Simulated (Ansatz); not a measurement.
## Amorphous In24O38Si

Preparation: random packing, a CHGNet melt and quench, and a DFT relaxation. O atoms were pushed apart under 1.9 Å during the dynamics, to hinder bonds among them. The hot cell started wider than the set density and was brought back towards it in steps. It is the lowest in DFT energy of 2 quenches. It is a model cell: composition and starting density were chosen by hand, and all elements were melted together. No dispersion term was used.

Methods: PBE, scalar-relativistic without spin-orbit coupling (Ansatz, a quantum-chemistry and plane-wave program); r2SCAN, scalar-relativistic without spin-orbit coupling (Ansatz); HSE06, scalar-relativistic without spin-orbit coupling (Ansatz). Geometry, pressure, stress and energy are those of the PBE run. Its sampling: a 2×2×2 Γ-centred mesh; Fermi-Dirac width 0.02 eV; no spin polarisation. Other functionals are single points at the zone centre (r2SCAN at 500 eV; exact exchange cut at the cell's faces), free to take moments where seeds were set. At PBE the levels at the filled edge of the gap are localised (band-tail or defect states).

```yaml
number_of_atoms_in_the_cell: 63
Density (held, not predicted): 6.30 g/cm³
volume_per_atom: 14.20 Å³
Pressure on a 2×2×2 Γ-centred mesh: -0.94 GPa
Largest force and stress component on that mesh (the relaxation ran on the zone centre alone): 0.07 eV/Å and 3.2 GPa
Level gap on a 2×2×2 Γ-centred mesh (PBE): 0.53 eV
Level gap at the zone centre (PBE): 0.55 eV
Level gap at the zone centre (r2SCAN): 0.97 eV
Level gap at the zone centre (HSE06): 1.95 eV
```

Bonds are counted up to In-In 3.12 Å, In-O 2.64 Å, In-Si 2.78 Å, O-O 1.58 Å, O-Si 2.12 Å, Si-Si 2.60 Å. Two cations that share two anions don't count as bonded, nor two that share one unless they lie closer than In-In 3.04 Å, In-Si 2.71 Å, Si-Si 2.38 Å.

- Mean coordination of In by anions = 5.42 (1 with 4, 12 with 5, 11 with 6)
- Mean coordination of O = 3.53 (18 with 3, 20 with 4)
- Mean coordination of Si by anions = 4.00 (1 with 4)
- Mean In-O bond = 2.209 Å (spread 0.109 Å, 130 counted)
- Mean O-Si bond = 1.657 Å (spread 0.019 Å, 4 counted)

Its density started from a set value of 6.30 g/cm³. Cooling (nominally 220 K/ps over its main leg) ran many orders faster than in experiment, which tends to leave more defects and strain. Values belong to this one cell and scatter from quench to quench. The volume was held where the preparation left it, at a PBE pressure of -0.9 GPa (tension). Stress components on the final sampling reach 3.2 GPa.
